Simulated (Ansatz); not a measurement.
**Hypothetical I4_132 Si, pressure series**

The parent structure is Si (space group I4_132, No. 214; a = 6.438 Å; a hypothetical phase, not in the database extracts checked).

Cell and atoms are relaxed at each pressure.

Calculations: DFT with PBE, PAW potentials and a 420 eV plane-wave cutoff in Ansatz (an electronic-structure program), scalar-relativistic without spin-orbit coupling.

```tsv
P (GPa)	V (Å³/atom)
-1.99	35.192
-1.00	34.186
0.30	33.121
0.70	32.830
1.51	32.289
2.99	31.406
4.99	30.398
7.49	29.338
10.01	28.432
```

Problem. Fit a third-order Birch–Murnaghan equation of state.

Solution. Least squares on P(V) = (3B₀/2)[(V₀/V)^(7/3) − (V₀/V)^(5/3)]·[1 + (3/4)(B₀′ − 4)((V₀/V)^(2/3) − 1)] gives V₀ = 33.36 Å³/atom, B₀ = 43 GPa and B₀′ = 4.7.

Load acts through the strain it causes; cell and atoms are relaxed under it. No phonon test of stability was made. Competing high-pressure phases were not computed.
